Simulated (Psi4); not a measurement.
Psi4 1.11, unrestricted BP86/def2-svpd: F[C](Cl)Cl, charge 0, multiplicity 2, 4 atoms. The geometry is a generated start, not checked to be a minimum at this level.

```
Item                                 Result
--------------------------  ---------------
task                                 energy
method                                 bp86
basis                             def2-svpd
memory                                 3 GB
maxiter                                 100
keys of the molecule block      symmetry c1
scf_type                       df (default)
e_convergence               1e-06 (default)
d_convergence               1e-06 (default)
dft_radial_points              75 (default)
dft_spherical_points          302 (default)
basis functions                          97
grid points                           87444
```

```xyz
4

F     -0.0393     1.3684    -0.1062
C     -0.0003     0.0798     0.2664
Cl     1.4818    -0.6835    -0.0892
Cl    -1.4422    -0.7647    -0.0710
```

Charge 0 and multiplicity 2 are set for this test and not shown to be the ground state.

With the defaults (diis = true, scf_initial_accelerator = adiis, damping_percentage = 0, soscf = false, soscf_start_convergence = 0.01, diis_max_vecs = 10, guess = auto, which took SAD, level_shift = 0, level_shift_cutoff = 0.01) it converges in 9 SCF iterations. One run each on 2 threads, with these changes:
- soscf = true, soscf_start_convergence = 0.1
- diis_max_vecs = 6
- diis = false, scf_initial_accelerator = none, damping_percentage = 60
- level_shift = 0.5, level_shift_cutoff = 0.001
- damping_percentage = 60
- soscf = true
- guess = gwh
- scf_initial_accelerator = ediis
- damping_percentage = 20

**Question.** Name the settings that don't reach the solution of the defaults.

**Answer.** No convergence: diis = false, scf_initial_accelerator = none, damping_percentage = 60 (the run ends without SCF convergence in 100 iterations). The rest reach the solution of the defaults.

| setting | SCF iterations | JK calls | end |
|---|---|---|---|
| soscf = true | 6 | 22 | same solution |
| soscf = true, soscf_start_convergence = 0.1 | 6 | 22 | same solution |
| the defaults | 9 | 10 | same solution |
| diis_max_vecs = 6 | 9 | 10 | same solution |
| scf_initial_accelerator = ediis | 9 | 10 | same solution |
| level_shift = 0.5, level_shift_cutoff = 0.001 | 9 | 10 | same solution |
| guess = gwh | 13 | 13 | same solution |
| damping_percentage = 20 | 18 | 19 | same solution |
| damping_percentage = 60 | 50 | 51 | same solution |
| diis = false, scf_initial_accelerator = none, damping_percentage = 60 | 100 | 101 | no convergence |

An SOSCF iteration holds several JK calls; a Hückel guess adds calls on atoms.
